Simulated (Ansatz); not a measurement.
Start from ZnO in the wurtzite structure (space group P6_3mc, No. 186; a = 3.230 Å, c = 5.215 Å).

The change: the cell is scaled by 1.0472 in all directions; the atoms relax in the strained cell.

Levels (all Ansatz, a quantum-chemistry and plane-wave program, PAW): PBEsol (420 eV, no SOC); PBEsol+SOC (420 eV, with spin-orbit coupling).

The geometry is relaxed with PBEsol.

- PBEsol band gap = 0.51 eV
- PBEsol valence-band top at Γ = 0.00, 0.00, -0.05 eV

### Question
What does PBEsol+SOC give at this geometry for the hole mass, band gap and valence-band top at Γ?

### Answer
The hole mass is 2.0 mₑ along c, 0.23 mₑ across (at Γ); the band gap decreases by 0.012 eV to 0.49 eV; the valence-band top at Γ (three highest Kramers pairs, from the VBM) goes from 0.00, 0.00, -0.05 eV to 0.00, -0.02, -0.07 eV.

Single points use the geometry relaxed with PBEsol. Differences between runs with and without spin-orbit coupling are approximate. Masses are band curvatures over ±0.01 Å⁻¹ around the edge. Whether these cells are dynamically stable was not tested.
